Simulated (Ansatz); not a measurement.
PtTe2, pressure series

Start from PtTe2 (space group P-3m1, No. 164; layered).

```
PtTe2
1.0
    4.00918     0.00000     0.00000
   -2.00459     3.47205     0.00000
    0.00000     0.00000     4.95879
Te Pt
2 1
Direct
  0.33333   0.66667   0.27036
  0.66667   0.33333   0.72964
  0.00000   0.00000   0.00000
```

Cell and atoms are relaxed at each pressure.

All numbers come from PBEsol-D3(BJ), PAW, 420 eV (Ansatz, a program for electronic structure; spin-orbit coupling left out).

| P (GPa) | V (Å³/atom) |
|---|---|
| -2.00 | 23.622 |
| -1.00 | 23.297 |
| 0.30 | 22.927 |
| 0.70 | 22.821 |
| 1.50 | 22.620 |
| 3.00 | 22.275 |
| 5.00 | 21.869 |
| 7.51 | 21.426 |
| 10.01 | 21.040 |

Problem. Fit a third-order Birch–Murnaghan equation of state.

Solution. Least squares on P(V) = (3B₀/2)[(V₀/V)^(7/3) − (V₀/V)^(5/3)]·[1 + (3/4)(B₀′ − 4)((V₀/V)^(2/3) − 1)] gives V₀ = 23.01 Å³/atom, B₀ = 83 GPa and B₀′ = 6.7.

Load acts through the strain it causes; cell and atoms are relaxed under it. No phonon test of stability was made. Competing high-pressure phases were not computed. The final runs are not spin-polarised.
